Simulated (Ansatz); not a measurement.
The starting structures come from a database of crystals and need not be the phases stable at ambient conditions.

 Where the default PAW files enter, the runs use the earlier of Ansatz's two default sets.

By PBEsol, the system below comes out a metal.

Without scattering a metal conducts by its projected Fermi surface.

Here is the system:

```xyz
3
Lattice="3.9655 0.0000 0.0000 -0.0280 3.9654 0.0000 1.9687 1.9827 2.8139" Properties=species:S:1:pos:R:3 pbc="T T T"
Al     1.9547     3.9654     1.4070
Al     3.9514     1.9827     1.4070
Cu     1.9687     1.9827     0.0000
```

Space group of this cell: I4/mmm. The cell is strained (all lengths scaled by 0.98); by PBEsol its mean pressure is 7.1 GPa.

The current flows along the normal of the first two printed cell vectors, the (110) plane of the conventional cell. No spin-orbit coupling; the value is a mean over 0.1 eV about the Fermi level.

Q: State the ballistic conductance per area according to PBEsol (Ansatz, a first-principles code).

A: 0.84 × 10¹⁵ S/m² for both spins.
